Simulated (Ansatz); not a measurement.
Start from Li₃Bi (space group Fm-3m, No. 225; a = 6.701 Å; a cell from a computed database, its experimental status unchecked).

Level of theory: Ansatz (a program for electronic structure) r2SCAN, no spin-orbit coupling.

One change was made to it. Results:

The volume per atom rises by 0.23 Å³ (18.81 Å³ → 19.04 Å³); the band gap changes from 0.76 eV to zero.

Question: Name the change that was made.
A. Bi → Cr
B. Li → Cs
C. Bi → Sb

Answer: A, Bi → Cr. For comparison, the band gap in the other runs: Bi → Sb gives 1.10 eV; Li → Cs gives 0.81 eV.

Other magnetic orders, which the real material may have, were not ruled out. Spin-orbit coupling, missing from the scalar runs, can matter with Bi and Sb. Stability against distortions was not tested. For Li3Cr and Cs3Bi in this form, whether it has been made was not checked.
